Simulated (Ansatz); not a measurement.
For CaTaO₃ (model structure, started from the PbTiO3 type, P4mm, No. 99, 5 atoms in the cell), LDA (Ansatz, a program for electronic structure, PAW) gives:

* **lattice constant a**: 3.969 Å
* **lattice parameter c**: 3.965 Å
* **bulk modulus B0**: 177 GPa
* **cohesive energy**: 7.78 eV/atom

What does r²SCAN (Ansatz, plane waves, PAW) give for the same quantities?


- lattice constant a: 4.005 Å (grows by 0.9 %)
- lattice parameter c: 4.002 Å (increases by 0.9 %)
- bulk modulus: 171 GPa (shrinks by 3.4 %)
- cohesive energy: 6.72 eV/atom (shrinks by 1.06 eV/atom)

Changes are worked out from the printed values.

Unless a cell is named, each level is at its own relaxed cell (LDA 12.49, r²SCAN 12.84 Å³/atom).

Levels without +SOC leave out spin–orbit coupling, which shifts energies and cells of such heavy elements.

Caveats: the bulk modulus is −V dP/dV from two relaxed cells at ±2 % in volume (LDA, r²SCAN). Ansatz's density-functional and Hartree–Fock values are scalar-relativistic unless marked +SOC, with PAW data made under PBE.

A model structure was made by putting elements into a prototype or built by hand; it is no filed structure, need not be a known phase, and can be a saddle point held by its symmetry.
